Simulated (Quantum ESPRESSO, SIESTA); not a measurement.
A SIESTA input for a self-consistent single point of Cu2O (Pn-3m, 6 atoms in the cell) (DFT, LDA PW92, numerical atomic orbitals TZP, PseudoDojo LDA standard norm-conserving potentials (rewritten from UPF to PSML)):

```
# files in the folder: Cu.psml O.psml (PseudoDojo LDA standard)
SystemName  Cu2O
SystemLabel cu2o

NumberOfAtoms                6
NumberOfSpecies              2
%block ChemicalSpeciesLabel
  1 29 Cu
  2 8 O
%endblock ChemicalSpeciesLabel
LatticeConstant              1.0 Ang
%block LatticeVectors
     4.227165000    0.000000000    0.000000000
     0.000000000    4.227165000    0.000000000
     0.000000000    0.000000000    4.227165000
%endblock LatticeVectors
AtomicCoordinatesFormat      Ang
%block AtomicCoordinatesAndAtomicSpecies
     1.056791250    1.056791250    3.170373750  1
     1.056791250    3.170373750    1.056791250  1
     3.170373750    3.170373750    3.170373750  1
     3.170373750    1.056791250    1.056791250  1
     2.113582500    2.113582500    2.113582500  2
     0.000000000    0.000000000    0.000000000  2
%endblock AtomicCoordinatesAndAtomicSpecies

XC.functional                LDA
XC.authors                   PW92
PAO.BasisSize                TZP
PAO.EnergyShift              0.005 Ry
MeshCutoff                   350 Ry
%block kgrid.MonkhorstPack
    5   0   0  0.0
    0   5   0  0.0
    0   0   5  0.0
%endblock kgrid.MonkhorstPack
OccupationFunction           FD
ElectronicTemperature        10 K

MaxSCFIterations             150
SCF.Mixer.Method             Pulay
SCF.Mixer.Weight             0.1
SCF.Mixer.History            6
SCF.DM.Tolerance             1.0E-04
Diag.ParallelOverK           true
WriteForces                  true
Charge.Mulliken              end
```

Question: Give the Quantum ESPRESSO input for the same structure, mesh, smearing and functional.

Answer: One input that does it (others would too):

```fortran
&control
 calculation = 'scf',
 prefix = 'run',
 outdir = './work',
 pseudo_dir = './',
 tprnfor = .true.,
 tstress = .true.,
/
&system
 ibrav = 0,
 nat = 6,
 ntyp = 2,
 ecutwfc = 55,
 ecutrho = 385,
 occupations = 'fixed',
 nbnd = 32,
/
&electrons
 conv_thr = 1.0d-10,
 mixing_beta = 0.7,
/
ATOMIC_SPECIES
Cu    63.5460  Cu.pz-dn-rrkjus_psl.1.0.0.UPF
O     15.9990  O.pz-n-rrkjus_psl.1.0.0.UPF
CELL_PARAMETERS angstrom
   4.22716500     0.00000000     0.00000000
   0.00000000     4.22716500     0.00000000
   0.00000000     0.00000000     4.22716500
ATOMIC_POSITIONS crystal
Cu    0.25000000    0.25000000    0.75000000
Cu    0.25000000    0.75000000    0.25000000
Cu    0.75000000    0.75000000    0.75000000
Cu    0.75000000    0.25000000    0.25000000
O     0.50000000    0.50000000    0.50000000
O     0.00000000    0.00000000    0.00000000
K_POINTS automatic
5 5 5  0 0 0
```

Basis settings and potentials, where a program has them, do not carry over. This input uses DFT, LDA (PZ), plane waves, PSlibrary ultrasoft (LDA) pseudopotentials. LDA parametrisations can differ slightly between programs. Both were run: pressure -5.32 GPa in SIESTA and -4.50 in Quantum ESPRESSO; gap on the mesh 0.577 eV in SIESTA and 0.615 in Quantum ESPRESSO.

On Quantum ESPRESSO: the starting cell comes from a database of computed structures (which also holds hypothetical and non-ambient phases and stackings), without a prior relaxation at this level. Its lattice was rescaled by a random factor within 2.5 % of one. With a pressure of about -5 GPa the cell is away from its equilibrium volume at this level.

On SIESTA: the starting cell comes from a database of computed structures (which also holds hypothetical and non-ambient phases and stackings), without a prior relaxation at this level. Its lattice was rescaled by a random factor within 2.5 % of one. Values carry the incompleteness of an atom-centred basis. With a pressure of about -5 GPa the cell is away from its equilibrium volume at this level.
